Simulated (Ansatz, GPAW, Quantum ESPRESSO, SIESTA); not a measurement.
**Code comparison for Cd2SeS (P3m1, 4 atoms in the cell)**

Relaxation of cell and atoms.

```xyz
4
Lattice="4.2972 0.0000 0.0000 -2.1486 3.7215 0.0000 0.0000 0.0000 7.0072" Properties=species:S:1:pos:R:3 pbc="T T T"
Cd     0.0000     0.0000     3.4351
Cd     0.0000     2.4810     0.0675
Se     0.0000     2.4810     4.3847
S      0.0000     0.0000     0.8575
```

Shared settings, as Ansatz (a first-principles code) writes them: kpoints.mp_grid.grid = 6 6 3; scf.occupations.method = fermi_dirac; scf.occupations.width = 0.01 eV. Potentials and cutoffs stand in the table.

```tsv
code	model	final volume (Å³/atom)	gap on the mesh (eV)	cutoff
SIESTA	GGA PBEsol, numerical atomic orbitals DZP, PseudoDojo PBEsol standard norm-conserving potentials (rewritten from UPF to PSML)	25.59	0.968	grid 300 Ry
GPAW	PBEsol, GPAW PAW datasets PBEsol (made by gpaw-setup)	26.29	0.670	600 eV
Quantum ESPRESSO	PBEsol, GBRV 1.5 ultrasoft (PBESOL) pseudopotentials	26.48	0.634	40 Ry
Ansatz	PBEsol, PAW files made with PBE	26.38	0.666	default
```

Gaps are read on the mesh.

The spread over the programs that give each value: final volume within 0.89 Å³/atom; gap on the mesh within 0.334 eV.

SIESTA uses small atom-centred bases, whose incompleteness enters pressures, forces and empty levels differently from a plane-wave cutoff. The programs treat the finite-basis stress differently while the cell relaxes: Ansatz adds an estimate of it.

The starting cell comes from a database of computed structures (which also holds hypothetical and non-ambient phases and stackings), without a prior relaxation at this level. Its lattice was rescaled by a random factor within 2.5 % of one.

Keys are those of Ansatz 0.2.
